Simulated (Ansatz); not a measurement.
Consider interstitial Al in silicon, charge state +1. The step: a direct jump of one Al atom; the atom moves 2.35 Å along (0.25, 0.25, 0.25) of the unit cell; the moving atom starts with neighbours 4 Si at 2.50, 3 Si at 2.76, 3 Si at 2.78 Å and ends with 4 Si at 2.50, 3 Si at 2.77, 3 Si at 2.78 Å. A PBE band in Ansatz (plane-wave PAW, one k-point at (0.250, 0.250, 0.250), 216 host sites, 44 SCF runs with any check of the saddle's order, static, no finite-size correction) gives a forward barrier of 1.14 eV. The program found a first-order saddle point. The charge state is imposed; whether it is stable for some Fermi level was not computed. Sites that were not tried may lie lower.

Single points at the band's start and saddle point can refine it. Rough cost of one point, in units of the band's mean SCF on the same machine:

```json
[
 {"Level": "PBE, a 2×2×2 k-point mesh shifted by half a step", "Cost of one point": "about 6"},
 {"Level": "r2SCAN at 500 eV, one k-point at (0.250, 0.250, 0.250)", "Cost of one point": "about 2"}
]
```

Which of these move the barrier by more than 0.1 eV, and how far does each move it?

PBE, a 2×2×2 k-point mesh shifted by half a step: +0.12 eV; r2SCAN at 500 eV, one k-point at (0.250, 0.250, 0.250): +0.08 eV. Each functional is compared with PBE at the same k-points.

Ansatz is a quantum-chemistry and plane-wave program.
